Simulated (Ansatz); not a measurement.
SiC under load (space group Imm2), Ansatz (a quantum-chemistry and plane-wave program) with r2SCAN with spin-orbit coupling, rigid bands. Condition of this run: uniaxial stress along [110] of -35 GPa (compression positive) (the target of the relaxation). Band gap 0.56 eV, N_c = 6.07e18 cm⁻³ and N_v = 1.19e19 cm⁻³ at 300 K, conductivity masses along x (a = (0.10, 2.30, 2.09) Å; b = (2.30, 0.10, 2.09) Å; c = (2.40, 2.40, 0.00) Å) of 0.271 mₑ (electrons) and 0.654 mₑ (holes). Take k_BT = 0.02585 eV.

Question: What thermal injection velocity √(2k_BT/πm) limits a ballistic channel along the direction named?

Answer: 1.03e7 cm/s for electrons and 6.65e6 cm/s for holes, a ratio of √(m_h/m_e) = 1.55, for dilute carriers.

Question: What built-in voltage has an abrupt junction with N_A = 1e16 and N_D = 1e18 cm⁻³, all dopants ionised?

Answer: V_bi = E_g/e − (k_BT/e) ln(N_c N_v/(N_A N_D)) = 0.56 − 0.02585 × 8.89 = 0.33 V, for the computed gap.

Question: Find the intrinsic carrier density and the intrinsic Fermi level.

Answer: n_i = √(N_c N_v) exp(−E_g/2k_BT) = 8.50e18 × exp(−10.83) = 1.7e14 cm⁻³. The level lies (k_BT/2) ln(N_v/N_c) = 9 meV from mid-gap (positive towards the conduction band). Each 0.1 eV added to the gap lowers n_i by a factor of 6.9.

Rigid bands with the computed gap; masses take one relaxation time for all states. Geometry: cell and atoms relaxed with PBEsol.
